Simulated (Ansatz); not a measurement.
Given:

```xyz
2
Lattice="0.0000 2.6823 2.6823 2.6823 0.0000 2.6823 2.6823 2.6823 0.0000" Properties=species:S:1:pos:R:3 pbc="T T T"
Si     0.0000     0.0000     0.0000
Si     1.3412     1.3412     1.3412
```

No spin polarisation.

Computed with DFT with LDA, PAW potentials and a 420 eV plane-wave cutoff in Ansatz (a first-principles code), without spin-orbit coupling. Settings: 11×11×11 k-points, 0.05 eV Fermi–Dirac smearing.

Problem. Predict the band gap, gap character and hole mass.

Solution. 
* **Band gap**: 0.41 eV
* **Gap character**: indirect, Γ → Γ–X (87 % along)
* **Hole mass (degenerate bands, along [100])**: 0.18, 0.26, 0.26 mₑ (at Γ)

Load acts through the strain it causes; cell and atoms are relaxed under it. Effective masses come from finite differences of ±0.01 Å⁻¹. Stability against distortions was not tested. Tetrahedral semiconductors of this kind turn to denser phases somewhere between about 1 and 50 GPa; those were not computed, so compressed cells here can lie past the real transition. The cell was made from Si in the diamond structure (space group Fd-3m, No. 227) by this change: pressure 2.1 GPa.
